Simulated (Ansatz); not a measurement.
Ansatz (a quantum-chemistry and plane-wave program) run on VSi₂ (P1, 9 atoms in the cell): relaxation of the atoms.

Computed with PBEsol, PAW files made with PBE (plane waves; Ansatz).

The change in words: atoms moved at random; relax: default → atoms; relax.f_tol: default → 0.1 eV/Å. Reference geometry:
```xyz
9
Lattice="4.5348 0.0000 0.0000 -2.2674 3.9273 0.0000 0.0000 0.0000 6.3189" Properties=species:S:1:pos:R:3 pbc="T T T"
V     -1.1116     1.9355     1.0369
V      2.2909     0.0024     3.1483
V      1.1087     1.9666     5.2498
Si     2.2733     2.6681     3.1306
Si    -1.1520     3.2705     5.2944
Si     1.0944     0.6443     1.0475
Si    -0.0124     1.2934     3.1669
Si     3.4130     0.6520     5.2690
Si     1.1654     3.2761     1.0917
```

Reference input (self-consistent single point, DFT, PBEsol, plane waves, PAW files made with PBE): basis.ecutwfc = 30.9 Ry; kpoints.mp_grid.grid = 7 7 4; hamiltonian.xc = pbesol; hamiltonian.pseudopotentials = {kind: paw} (the program's default PAW files); scf.occupations.method = cold; scf.occupations.width = 0.0037 Ry. This run's input differs from it in these lines:

Ansatz 0.2 input:
```diff
@@ -6,11 +6,11 @@
   atoms:
-    - { symbol: V, position_ang: [-1.11160419, 1.93549509, 1.03692517] }
-    - { symbol: V, position_ang: [2.29087212, 0.00236421, 3.14827187] }
-    - { symbol: V, position_ang: [1.10868151, 1.96664998, 5.24975476] }
-    - { symbol: Si, position_ang: [2.27325443, 2.66813574, 3.13058526] }
-    - { symbol: Si, position_ang: [-1.15201379, 3.27051728, 5.29437251] }
-    - { symbol: Si, position_ang: [1.09440142, 0.64426569, 1.04752829] }
-    - { symbol: Si, position_ang: [-0.01240495, 1.29344437, 3.16686839] }
-    - { symbol: Si, position_ang: [3.41304240, 0.65201416, 5.26902740] }
-    - { symbol: Si, position_ang: [1.16537331, 3.27611755, 1.09171635] }
+    - { symbol: V, position_ang: [-1.14417539, 1.89210289, 1.00095167] }
+    - { symbol: V, position_ang: [2.33130440, 0.02572350, 3.12863272] }
+    - { symbol: V, position_ang: [1.19262973, 2.00355044, 5.24885747] }
+    - { symbol: Si, position_ang: [2.27130900, 2.70663066, 3.06382609] }
+    - { symbol: Si, position_ang: [-1.17009857, 3.19875068, 5.40443511] }
+    - { symbol: Si, position_ang: [1.10988096, 0.67593898, 1.13459009] }
+    - { symbol: Si, position_ang: [-0.05598211, 1.31313169, 3.07928843] }
+    - { symbol: Si, position_ang: [3.33980991, 0.67799686, 5.35537517] }
+    - { symbol: Si, position_ang: [1.19491980, 3.21517838, 1.01909955] }
 basis:
@@ -24,2 +24,4 @@
   occupations: { method: cold, width: 0.0037 Ry }
+relax:
+  f_tol: 0.1
 output:
```

Log, with long lists cut:

```
   [... SCF lines of the steps left out ...]
relax step   1: F+E_penalty+E_count = -12389.42342806 eV  Δ(F+E_penalty+E_count) = +0.000e0 eV  max|allowed force component| = 1.996e0 eV/Å  Δτ_max = 0.0000 Å  (6 SCF iters, dr2 threshold 1.00e-4 eV, accepted)
relax step   2: F+E_penalty+E_count = -12390.06345504 eV  Δ(F+E_penalty+E_count) = -6.400e-1 eV  max|allowed force component| = 7.177e-1 eV/Å  Δτ_max = 0.1112 Å  (6 SCF iters, dr2 threshold 1.00e-4 eV, accepted)
relax step   3: F+E_penalty+E_count = -12390.16639096 eV  Δ(F+E_penalty+E_count) = -1.029e-1 eV  max|allowed force component| = 1.616e-2 eV/Å  Δτ_max = 0.0610 Å  (5 SCF iters, dr2 threshold 3.22e-5 eV, accepted)
relax step   4: F+E_penalty+E_count = -12390.16639356 eV  Δ(F+E_penalty+E_count) = -2.597e-6 eV  max|allowed force component| = 1.632e-2 eV/Å  Δτ_max = 0.0000 Å  (4 SCF iters, accepted)
Stability not checked (fill_not_monotonic)
Free energy (F): -12390.166394 eV
Internal energy: -12390.166884 eV  (E = F + TS)
E sigma→0 (E₀):  -12390.166557 eV
Entropy (-TS):   0.000491 eV (0.055 meV/atom)
Fermi energy:    14.299710 eV
--- Forces (eV/Å), atoms counted from 1 ---
  atom   1  V      0.00029476    -0.00305105     0.00258211
  atom   2  V     -0.00739354    -0.00281689    -0.00165873
  atom   3  V      0.00281937     0.00694698     0.00379212
  atom   4  Si    -0.00249185    -0.01632125     0.00457831
  atom   5  Si     0.01333720     0.00010218    -0.00521745
  atom   6  Si     0.00663630     0.00136172    -0.00044392
   [... lines left out ...]
    - { symbol: Si, position: [0.32610505158833925, 0.16308242194560074, 0.16668204785746807] }
    - { symbol: Si, position: [0.1628383809475927, 0.3258215053652097, 0.499992947276303] }
    - { symbol: Si, position: [0.8370436847206693, 0.1630705062747309, 0.8334236976515798] }
    - { symbol: Si, position: [0.6739593706544114, 0.8369140510360609, 0.16662006997074066] }
```

The run converged. 

Summary of the result:
| Property | Value |
|---|---|
| Free energy E − TS (on the zero of these files) | -12390.1664 eV |
| Fermi level (on the code's own zero) | 14.30 eV |
| Pressure | -0.82 GPa |
| Largest force (vector length) | 0.017 eV/Å |
| Relaxation steps | 4 |

The starting cell comes from a database of computed structures (which also holds hypothetical and non-ambient phases and stackings), without a prior relaxation at this level. Its atoms were displaced at random from the sites of space group no. 180. For this run, on top of that: atoms moved at random. Spin polarisation is off. Ansatz's pressure includes its estimate of the finite-basis (Pulay) stress.

Cost on one core of a shared machine: roughly 2 min.
